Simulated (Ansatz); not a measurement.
Here is the system:

End structure of a constructed model of the (111) surface of fcc Ag, a layer of Au in place of the third plane (bottom of the slab: a bare face, its two planes held):

```yaml
crystal:
  lattice:
    - [2.93338, 0.00000, 0.00000]
    - [-1.46669, 2.54038, 0.00000]
    - [0.00000, 0.00000, 28.00000]
  atoms:
    - { symbol: Ag, position: [0.33333, 0.66667, 0.28808] }
    - { symbol: Ag, position: [0.66667, 0.33333, 0.37362] }
    - { symbol: Ag, position: [0.00000, 0.00000, 0.45842] }
    - { symbol: Au, position: [0.33333, 0.66667, 0.54474] }
    - { symbol: Ag, position: [0.66667, 0.33333, 0.63070] }
    - { symbol: Ag, position: [0.00000, 0.00000, 0.71540] }
```

Model: 6-atom slab, 11.9 Å thick at the start with caps and adatoms (thin: gaps and levels are the slab's own), 15x15x1 mesh, Fermi-Dirac 0.1 eV, dipole correction, 2 atoms held, the rest relaxed; symmetry of the start imposed; no spin, no spin-orbit, no U. In PBE it is, or lies within 0.01 eV a 1x1 cell of, the lowest of the 2 structures of its composition computed so far; subsurface sites and larger cells were not tried.

Problem. Give the work function of the top face at the level PBE in Ansatz (a first-principles code).

Solution. 4.46 eV
